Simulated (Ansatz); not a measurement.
## Response to strain in C

The parent structure is C in the diamond structure (space group Fd-3m, No. 227; a = 3.560 Å). Axes: x, y, z lie along the cube axes.

Strains are applied to the cell and any free atomic positions relax.

Method: r2SCAN, PAW, 500 eV (Ansatz, an electronic-structure program; no spin-orbit coupling).

Notes on the quantities. energy relative to the base: free energy F.

```csv
uniaxial strain ε_zz (%),energy relative to the base (meV/atom)
0,0.0
0.5,0.5
1,1.9
1.5,?
2,7.7
2.5,12.0
3,17.2
```

Question: Fit ΔE = Aε² + Bε³ (ε in %) to the rows shown and predict the withheld row.

Answer: Least squares on the printed values gives A = 1.95 and B = -0.012 meV/atom (largest residual 0.0 meV/atom); this predicts 4.3 meV/atom, and the run gives 4.3 meV/atom, in agreement.

No phonon test of stability was made.
